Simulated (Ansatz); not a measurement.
ScBi (Fm-3m), Ansatz (an electronic-structure program) with PBEsol, DFPT electron-phonon coupling, linearised Boltzmann equation: phonon-limited resistivity 18.2 μΩ·cm at 300 K, 24.7 μΩ·cm at 400 K, current-weighted mean free path 24 nm.

Task: Estimate the resistivity of a 80 nm square wire with diffuse walls from ρ ≈ ρ₀(1 + 3ℓ/4d).

Result: 1 + 0.75 × 24/80 = 1.23, so ρ ≈ 22.3 μΩ·cm and a line 1 μm long has 34.8 Ω. The formula is the free-electron limit for d well above ℓ; grain boundaries add to it.

Task: What is the classical skin depth at 1 GHz (nonmagnetic, μ₀ = 1.257×10⁻⁶ H/m)?

Result: δ = √(ρ/(π f μ₀)) = 6790 nm.

Task: What temperature coefficient of resistance follows, and how does it compare with 1/T?

Result: (ρ₄₀₀ − ρ₃₀₀)/(100 K × ρ₃₀₀) = 3.57×10⁻³ K⁻¹, against 1/T = 3.33×10⁻³ K⁻¹ for a resistivity proportional to T. It lies higher because phonons are still being populated at 300 K; impurities would add a constant and lower it.

A metal at this level (no band gap). Only scattering by harmonic phonons is included (no impurities, grain boundaries, electron-electron scattering or thermal expansion). Spin-orbit coupling is left out, which matters with elements this heavy. The run warned that the eigensolver left some states short of its tolerance. Halving the electron mesh (24x24x24) moves the resistivity by up to 11 % at 300 K, the mean free path by up to 1 %. Smearing 0.20 eV; phonons on a 4x4x4 q mesh, which this run doesn't test.

Computed structure with no diffraction record at hand here (it may be known, metastable or hypothetical): ScBi (Fm-3m).
